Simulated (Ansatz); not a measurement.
Be on the Al site (Be_Al) in wurtzite AlN: one set of geometries, relaxed with PBE, evaluated in Ansatz (PAW, plane waves to 420 eV, 500 eV under r2SCAN) with PBE, r2SCAN.

Cell and caveats: 96-site cell; 2×2×2 shifted k-points; start: the Al site; charged states image-corrected; finite-size errors of tenths of an eV; flagged in the runs: a host whose relaxation on this sampling wasn't shown to rest.

```json
[
 {"quantity": "host gap (eV)", "PBE": "4.03", "r2SCAN": "4.67"},
 {"quantity": "ε(0/−1) above the VBM (eV)", "PBE": "0.30", "r2SCAN": "0.55"},
 {"quantity": "neutral formation energy against fcc Al, hcp Be (eV)", "PBE": "3.20", "r2SCAN": "3.52"},
 {"quantity": "largest moment on one atom at charge 0 (μB)", "PBE": "0.42", "r2SCAN": "0.50"}
]
```

PBE narrows the gap by 0.64 eV against r2SCAN, the highest level run, and puts the levels 0.25 eV lower above the valence-band maximum on average.

Ansatz is a program for electronic structure.
